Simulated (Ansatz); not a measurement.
The reference is HgSe in the zinc blende structure (space group F-43m, No. 216; a = 6.133 Å). Axes: x, y, z lie along the cube axes.

The values are results of PBEsol/PAW in Ansatz (a first-principles code), no spin-orbit coupling, not measurements.

For the base:

- Volume per atom = 28.83 Å³
- Pressure = 0.0 GPa

One thing is altered: biaxial strain −3.00 %, plane normal [001], relaxed out of plane (Cartesian); in-plane vectors clamped, the third vector and the atoms free.

Task: How does this affect the volume per atom and pressure?

Result: The volume per atom falls by 0.496 Å³, from 28.83 Å³ to 28.34 Å³; the pressure (mean of the normal stresses, compression positive) goes from zero to 0.8 GPa.

A case with no gap was solved on a k-mesh chosen for an insulator, which is coarse for it. Stability against distortions was not tested. All final runs are without spin polarisation.
